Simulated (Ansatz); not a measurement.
## Response to strain in InP

Take InP in the zinc blende structure (space group F-43m, No. 216; a = 5.9070 Å) as the base. Axes: x, y, z lie along the cube axes.

Strains are applied to the cell and any free atomic positions relax.

Method: Ansatz (a quantum-chemistry and plane-wave program), r2SCAN, PAW, cutoff 500 eV, no SOC.

Notes on the quantities. energy relative to the base: free energy F.

| variant | band gap | energy relative to the base | shortest interatomic distance |
|---|---|---|---|
| base | 1.03 eV | 0 meV/atom | 2.558 Å |
| tensor shear ε_xy = +1.43 % | 0.92 eV | +3.0 meV/atom | 2.550 Å |
| tensor shear ε_xy = +0.86 % | 0.97 eV | +1.1 meV/atom | 2.553 Å |
| tensor shear ε_xy = +1.14 % | 0.94 eV | +1.9 meV/atom | 2.551 Å |
| tensor shear ε_xy = +1.71 % | 0.89 eV | +4.3 meV/atom | 2.548 Å |
| tensor shear ε_xy = +0.29 % | 1.01 eV | +0.1 meV/atom | 2.556 Å |
| tensor shear ε_xy = +2.00 % | 0.86 eV | +5.9 meV/atom | 2.547 Å |
| tensor shear ε_xy = +0.57 % | 0.99 eV | +0.5 meV/atom | 2.555 Å |

No phonon test of stability was made.
